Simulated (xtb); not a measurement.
xtb 6.7.1, GFN2-xTB: Mo(O)2(OSiH3)2 ([O]=[Mo](=[O])([O][SiH3])[O][SiH3]), 13 atoms. The geometry is a generated start, not checked to be a minimum at this level.

| Item | Value |
|---|---|
| method | GFN2-xTB |
| --acc | 1 (default) |
| --etemp (K) | 300 (default) |
| detailed input (--input) | none: ANC optimiser, Lindh (1995) Hessian, microcycle=20, maxdispl=1.0, hlow=0.01 (default) |
| basis functions | 52 |
| valence electrons | 44 |

```xyz
13

Mo     0.4559     0.7269     1.0971
O      1.9449     1.4106     1.1375
O     -0.4131     0.9885     2.4619
O      0.6151    -1.0124     0.8256
Si     0.8535    -2.5975     0.5605
H     -0.3003    -3.2952     1.1489
H      2.1343    -2.9466     1.1953
H      0.8865    -2.7340    -0.9088
O     -0.4326     1.3430    -0.3024
Si    -1.2747     1.9285    -1.5642
H     -2.5773     1.2419    -1.5424
H     -0.5082     1.5693    -2.7681
H     -1.3838     3.3770    -1.3411
```

Charge 0 and multiplicity 1 are set for this test and not shown to be the ground state.

The structure is relaxed from this start with --opt LEVEL for the levels crude, sloppy, loose, lax, normal, tight, vtight, extreme, once each. Up to the end of the extreme run atoms move by at most 1.0 Å along an axis.

Task: What is the loosest level that ends within 1 meV of the extreme run, and how many cycles does it take?

Result: vtight: 66 cycles against 68, ending 0.0028 meV above.

```json
[
 {"level": "crude", "cycles": "1", "energy above the extreme run (meV)": "40", "gradient norm (eV/Å)": "0.17"},
 {"level": "sloppy", "cycles": "1", "energy above the extreme run (meV)": "40", "gradient norm (eV/Å)": "0.17"},
 {"level": "loose", "cycles": "1", "energy above the extreme run (meV)": "40", "gradient norm (eV/Å)": "0.17"},
 {"level": "lax", "cycles": "13", "energy above the extreme run (meV)": "6.3", "gradient norm (eV/Å)": "0.073"},
 {"level": "normal", "cycles": "18", "energy above the extreme run (meV)": "5.1", "gradient norm (eV/Å)": "0.045"},
 {"level": "tight", "cycles": "21", "energy above the extreme run (meV)": "4.9", "gradient norm (eV/Å)": "0.020"},
 {"level": "vtight", "cycles": "66", "energy above the extreme run (meV)": "under 0.01", "gradient norm (eV/Å)": "0.0039"},
 {"level": "extreme", "cycles": "68", "energy above the extreme run (meV)": "—", "gradient norm (eV/Å)": "0.0032"}
]
```
